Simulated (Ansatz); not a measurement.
MoPt₂ (Immm, No. 71), treated with r²SCAN-D4 (Ansatz, an electronic-structure program, PAW).

Settings: plane-wave cutoff 560 eV, 24×24×24 k mesh, Fermi–Dirac smearing 0.05 eV, no spin polarisation, scalar-relativistic PAW data made under PBE.

Shape and atoms are relaxed at each volume.

Pressure at four volumes; x = ln(V/15.000 Å³). One pressure is withheld.

```csv
V (Å³/atom),x,P (GPa)
14.400,-0.0408,13.61
15.000,0.0000,0.00
15.300,0.0198,-5.67
15.600,0.0392,?
```

Problem. Pass a parabola P(x) through the three rows shown, estimate the bulk modulus and its pressure derivative near zero pressure, and predict the withheld pressure.

Solution. Slopes between the rows: (0.00 − (13.61))/(0.0000 − (-0.0408)) = -333.58 and (-5.67 − (0.00))/(0.0198 − (0.0000)) = -286.36 GPa. Their difference over the span 0.0606 is c = 47.22/0.0606 = 779.2 GPa, so P(x) = 13.61 + (-333.58)(x − (-0.0408)) + 779.2 (x − (-0.0408))(x − (0.0000)). At the middle row B = −dP/dx = −[-333.58 + 779.2 × 0.0408] = 301.8 GPa, and B′ = dB/dP = 2c/B = 5.2. At x = 0.0392 the parabola gives -10.63 GPa; the run gives -10.70 GPa. The Birch–Murnaghan fit to the energies at all volumes has B0 = 301 GPa and B′ = 5.0.

Note: the relaxation could not lower the start's symmetry, so the cell can be a saddle point above a distorted one; the bulk modulus comes from volumes at which shape and atoms were relaxed.

Spin–orbit coupling is not included.
